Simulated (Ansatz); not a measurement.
Start from ZnGeP$_{2}$ in the chalcopyrite structure (space group I-42d, No. 122; a = 5.424 Å, c = 10.710 Å). Axes: x, y, z lie along a, b, c of the conventional cell.

Calculations: PBEsol (Ansatz, a program for electronic structure; PAW; 420 eV plane waves; no spin-orbit coupling).

For the base:

The smallest direct gap comes out as 1.24 eV and the band gap is 1.07 eV.

Now apply this change: biaxial strain −2.25 %, plane normal [001], relaxed out of plane (Cartesian); in-plane vectors clamped, the third vector and the atoms free.

How does this affect the ratio −ε⊥/ε∥?

The ratio −ε⊥/ε∥ is 0.91.

What does the calculation give for the smallest direct gap after the change?

The smallest direct gap increases by 0.133 eV (1.24 eV → 1.38 eV).

What happens to the band gap?

The band gap decreases by 0.14 eV to 0.93 eV.

No phonon test of stability was made.
